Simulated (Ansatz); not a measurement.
An Ansatz (a first-principles code) run: PbO with a change (biaxial strain +2.40 %, plane normal [001], relaxed out of plane); PBE-D3(BJ) (Ansatz; PAW; 420 eV plane waves; no spin-orbit coupling).

Input:

Ansatz 0.2 input:
```yaml
crystal:
  lattice:
    - [4.1310562603, 0, 0]
    - [0, 4.1310562603, 0]
    - [0, 0, 4.9337789426]
  atoms:
    - { symbol: Pb, position: [0.5, 0, 0.7622617566] }
    - { symbol: Pb, position: [0, 0.5, 0.2377382434] }
    - { symbol: O, position: [0.5, 0.5, 0] }
    - { symbol: O, position: [0, 0, 0] }
basis: { ecutwfc: 420, ecutrho_ratio: 4, xc_grid: 2, fft_grid_basis: typed }
kpoints: { mp_grid: { grid: [8, 8, 7] } }
hamiltonian:
  xc: pbe
  dispersion: d3bj
  pseudopotentials: { kind: paw }
scf: { occupations: { method: fermi_dirac, width: 0.05 } }
relax: { f_tol: 0.005, max_steps: 50, cell: { stress_tol: 0.01, fix: [a, b, gamma] } }
output: { forces: true, stress: true }
checkpoint: { write: state.ck, write_every: 1000 }
```

Output (explanatory and most iteration lines left out):

```
Relaxation: its limit of steps is 50 (relax.max_steps)
Pseudopotential: Pb, paw, valence charge 14
Pseudopotential: O, paw, valence charge 6
Crystal: 4 atoms, lattice volume = 84.198 Å³
Basis set: ecut = 420 eV, 1649 PW (Γ), exchange–correlation on 60×60×72 points (8 copies of the dense FFT grid, shifted against one another)
Bands: 24, of which v1, the nominal top of the filled ones, is band 20 counted from 1 (19 counted from 0)
Symmetry: 16 space group operations
Space group: P4/nmm (ITA 129), of the structure as read, at distance tolerance 4.4e-5 Å
k-points: 60 of 448
Functional: x = pbe(κ = 0.804, μ = 0.2195149727645171), c = pbe(β = 0.06672455060314922)
SCF iter   1: F=—  HF=-24947.990898 eV  |F-HF|=—  |Δ(HF+E_count)|=         —  Δρ=1.58e-3  dr2=1.66e-3  ethr=1.77e-3  ⟨swp⟩=6.0  Hψ=6459  notcnv=0
SCF iter   2: F=—  HF=-24947.992410 eV  |F-HF|=—  |Δ(HF+E_count)|=   1.51e-3  Δρ=7.58e-4  dr2=2.86e-4  ethr=4.15e-6  ⟨swp⟩=2.6  Hψ=3203  notcnv=0
SCF 1 converged in 6 iterations: F = -24947.992514 eV  dr2 = 9.52e-8
relax step   1: F+E_penalty+E_count = -24947.99251399 eV  Δ(F+E_penalty+E_count) = +0.000e0 eV  max|allowed force component| = 2.991e-1 eV/Å  Δτ_max = 0.0000 Å  P = -2.817 GPa  Ω = 84.198 Å³  fix = [a, b, gamma]  reactions: a -3.410, b -3.410 GPa  (6 SCF iters, dr2 threshold 1.00e-7 eV, accepted)
[... steps on the carried basis left out ...]
relax step  11: F+E_penalty+E_count = -24948.00221379 eV  Δ(F+E_penalty+E_count) = -1.291e-4 eV  max|allowed force component| = 6.155e-5 eV/Å  Δτ_max = 0.0008 Å  P = -1.512 GPa  Ω = 82.105 Å³  energy of the carried Pulay correction = +1.255e-4 eV  fix = [a, b, gamma]  reactions: a -2.268, b -2.268 GPa  (5 SCF iters, dr2 threshold 7.66e-10 eV, accepted)
Crystal: 4 atoms, lattice volume = 82.105 Å³
SCF iter   1: F=—  HF=-24948.002117 eV  |F-HF|=—  |Δ(HF+E_count)|=         —  Δρ=6.81e-6  dr2=7.72e-9  ethr=1.44e-7  ⟨swp⟩=3.9  Hψ=10976  notcnv=0
SCF iter   2: F=—  HF=-24948.002065 eV  |F-HF|=—  |Δ(HF+E_count)|=   5.21e-5  Δρ=3.96e-6  dr2=7.48e-9  ethr=1.93e-11  ⟨swp⟩=3.8  Hψ=3250  notcnv=0
SCF 12 converged in 7 iterations: F = -24948.002065 eV  dr2 = 7.63e-13
SCF converged after 7 iterations
Free energy (F): -24948.002065 eV
Internal energy: -24948.002065 eV  (E = F + TS)
E sigma→0 (E₀):  -24948.002065 eV
Entropy (-TS):   -0.000000 eV (-0.000 meV/atom)
Fermi energy:    8.606184 eV
  E_disp       = -0.925269  (pairwise vdW)
--- Forces (eV/Å), atoms counted from 1 ---
  atom   1  Pb     0.00000000     0.00000000     0.00004041
  atom   2  Pb     0.00000000     0.00000000    -0.00004041
  atom   3  O      0.00000000     0.00000000     0.00000000
  atom   4  O      0.00000000     0.00000000     0.00000000
--- Stress (GPa, compression-positive) ---
       -2.267828       0.000000       0.000000
        0.000000      -2.267828       0.000000
        0.000000       0.000000      -0.002799
  P = ⅓ Tr σ = -1.5128 GPa (-15.128 kbar)
--- Relaxed structure (9 steps of the walk, 8 accepted, 3 SCFs on fresh bases) ---
  cell:  # Å, volume = 82.1051 Å³
    - [4.1310562603, 0.0, 0.0]
    - [0.0, 4.1310562603, 0.0]
    - [0.0, 0.0, 4.811141401696378]
  atoms:
    - { symbol: Pb, position: [0.5, 4.552808876970065e-38, 0.7615030274391117] }
    - { symbol: Pb, position: [-1.3658426630910195e-36, 0.5, 0.23849697256088814] }
    - { symbol: O, position: [0.5, 0.5, 5.493771534452695e-21] }
    - { symbol: O, position: [1.183730308012217e-36, -3.1869662138790457e-37, 5.4937715344525e-21] }
```

Spin-orbit coupling, missing from the scalar runs, can matter with Pb. Stability against distortions was not tested. The cell was made from PbO (space group P4/nmm, No. 129; layered, stacked along the Cartesian z axis) by this change: biaxial strain +2.40 %, plane normal [001], relaxed out of plane.
